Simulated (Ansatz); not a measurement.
The parent structure is CsPbCl₃ in the cubic perovskite structure (space group Pm-3m, No. 221; a = 5.619 Å).

Structures relaxed with Kohn–Sham DFT with the PBEsol functional, run in Ansatz (a program for electronic structure) with PAW and 420 eV plane waves, without spin-orbit coupling.

Base:

Simulated powder pattern, Cu Kα1, λ = 1.54056 Å (kinematic, ideal powder, no thermal factors, no anomalous dispersion; the 10 strongest lines at most, above 2 %, up to 2θ = 90°):

```tsv
2θ (°)	I/Imax (%)	hkl
15.76	15	(100)
22.36	100	(110)
31.83	47	(200)
39.24	49	(211)
45.63	33	(220)
51.38	23	(310)
61.72	27	(321)
71.13	13	(411)
75.63	15	(420)
88.70	16	(510)
```

Now apply this change: a hydrostatic pressure of 1.8 GPa.

After the change:

Simulated powder pattern, Cu Kα1, λ = 1.54056 Å (kinematic, ideal powder, no thermal factors, no anomalous dispersion; the 10 strongest lines at most, above 2 %, up to 2θ = 90°):

| 2θ (°) | d (Å) | I/Imax (%) | hkl |
|---|---|---|---|
| 16.09 | 5.504 | 16 | (100) |
| 22.83 | 3.892 | 100 | (110) |
| 32.51 | 2.752 | 46 | (200) |
| 40.10 | 2.247 | 48 | (211) |
| 46.64 | 1.946 | 33 | (220) |
| 52.54 | 1.740 | 22 | (310) |
| 63.16 | 1.471 | 26 | (321) |
| 72.85 | 1.297 | 13 | (330) |
| 77.50 | 1.231 | 15 | (420) |
| 86.57 | 1.123 | 11 | (422) |

The indices refer to the base's conventional cell; one index is shown for lines that coincide.

Load acts through the strain it causes; cell and atoms are relaxed under it. Stability against distortions was not tested. Many cubic perovskites are stable only at high temperature; tilts and polar distortions were not tested. This is not the structure that CsPbCl3 has at room temperature and ambient pressure.
